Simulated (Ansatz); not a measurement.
# HfS2, response to strain

Base system: HfS2 in the CdI2 type structure (space group P-3m1, No. 164; a = 3.547 Å, c = 5.577 Å; layered, stacked along the Cartesian z axis). Axes: x lies along a and z along c of the hexagonal cell.

Strains are applied to the cell and any free atomic positions relax.

All numbers come from DFT with PBEsol-D3(BJ), PAW potentials and a 420 eV plane-wave cutoff in Ansatz (a program for electronic structure), without spin-orbit coupling.

Notes on the quantities. energy relative to the base: free energy F.

```csv
uniaxial strain ε_xx (%),energy relative to the base (meV/atom)
-3,9.3
-2.5,6.4
-2,4.1
-1.5,2.3
-1,1.0
-0.5,?
0,0.0
```

Problem. Fit ΔE = Aε² + Bε³ (ε in %) to the rows shown and predict the withheld row.

Solution. Least squares on the printed values gives A = 1.00 and B = -0.010 meV/atom (largest residual 0.0 meV/atom); this predicts 0.3 meV/atom, and the run gives 0.2 meV/atom, in agreement.

Whether these cells are dynamically stable was not tested.
